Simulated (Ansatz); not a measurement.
SrTiO3, element substitutions

Consider SrTiO₃ in the cubic perovskite structure (space group Pm-3m, No. 221).

```yaml
crystal:
  lattice:
    - [3.89108, 0.00000, 0.00000]
    - [0.00000, 3.89108, 0.00000]
    - [0.00000, 0.00000, 3.89108]
  atoms:
    - { symbol: Sr, position: [0.00000, 0.00000, 0.00000] }
    - { symbol: Ti, position: [0.50000, 0.50000, 0.50000] }
    - { symbol: O, position: [0.00000, 0.50000, 0.50000] }
    - { symbol: O, position: [0.50000, 0.50000, 0.00000] }
    - { symbol: O, position: [0.50000, 0.00000, 0.50000] }
```

Each row replaces one element on all its sites; cell and atoms are relaxed.

Computed with Ansatz (an electronic-structure program), PBEsol, PAW, cutoff 420 eV, scalar-relativistic without spin-orbit coupling.

```csv
change,density,shortest interatomic distance
base,5.17 g/cm³,1.946 Å
Ti → V,5.60 g/cm³,1.905 Å
Ti → Sc,4.42 g/cm³,2.039 Å
O → Se,5.09 g/cm³,2.476 Å
```

The magnetic state is the one reached from the starting moments; the real material's order can differ, and small cells can't hold many antiferromagnetic ones. No phonon test of stability was made. As relaxed here, SrTiSe3 is a hypothetical phase, not in the database extracts checked. For SrScO3 in this form, whether it has been made was not checked. Seeded moments were not kept for Ti → V. No Hubbard U is applied, and correlation can decide whether such a compound is a metal. Spin-polarised in the final run: SrScO3; the other runs are not. An odd electron count without spin: SrVO3. Many cubic perovskites are stable only at high temperature; tilts and polar distortions were not tested. SrTiSe3 has a high density of states at the Fermi level and may be magnetic at this level.
